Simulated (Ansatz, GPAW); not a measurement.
## Ga (Cmce, 4 atoms in the cell) computed with different codes at matched settings

Relaxation of cell and atoms.

```xyz
4
Lattice="2.2315 -3.8256 0.0000 2.2315 3.8256 0.0000 0.0000 0.0000 4.5874" Properties=species:S:1:pos:R:3 pbc="T T T"
Ga     2.2315    -1.1913     1.9056
Ga     2.2315     1.1913     2.6818
Ga     2.2315    -2.6343     4.1993
Ga     2.2315     2.6343     0.3881
```

Shared settings, as Ansatz (an electronic-structure program) writes them: kpoints.mp_grid.grid = 6 6 5; scf.occupations.method = fermi_dirac; scf.occupations.width = 0.136 eV. Potentials and cutoffs stand in the table.

```csv
code,model,final volume (Å³/atom),cutoff
GPAW,"PBE, GPAW PAW datasets PBE (gpaw-data 1.0.1)",20.54,600 eV
Ansatz,"PBE, default PAW files",20.34,420 eV
```

The spread over the programs that give each value: final volume within 0.20 Å³/atom.

The programs treat the finite-basis stress differently while the cell relaxes: Ansatz adds an estimate of it.

The starting cell comes from a database of computed structures (which also holds hypothetical and non-ambient phases and stackings), without a prior relaxation at this level. Its lattice was rescaled by a random factor within 2.5 % of one.

Keys are those of Ansatz 0.2.
